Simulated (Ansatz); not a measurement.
L1₀ (CuAu-type) TiAl was calculated with LDA (plane waves, PAW; Ansatz, a program for electronic structure).

Settings: plane-wave cutoff 500 eV, 20×20×14 k mesh (along the axes of the cell as run), Fermi–Dirac smearing 0.1 eV, no spin polarisation, scalar-relativistic PAW data made under PBE.

Computed at the level's own relaxed cell.

Problem. What does this level give for the volume per atom, equilibrium lattice constant a and lattice parameter c?

Solution. 
- volume per atom: 15.31 Å³/atom
- equilibrium lattice constant a: 2.766 Å
- lattice parameter c: 4.002 Å

Measured, for comparison: lattice constant a 2.826 Å (temperature not stated, no zero-point or thermal correction, P4/mmm two-atom cell, a_fct/√2; as tabulated in Zope and Mishin (2003), arXiv:cond-mat/0306298); lattice parameter c 4.077 Å (temperature not stated, no zero-point or thermal correction; as tabulated in Zope and Mishin (2003), arXiv:cond-mat/0306298). Computed (rounded) less measured: lattice constant a -2.1 %, lattice parameter c -1.8 %. A static lattice is as a rule a little smaller and stiffer than an uncorrected measurement, which narrows the difference in the lattice parameter c and would widen misses of the other sign.

The computed numbers hold no vibrational or temperature effects.

Computing time: about 100 core-seconds (a rough figure).
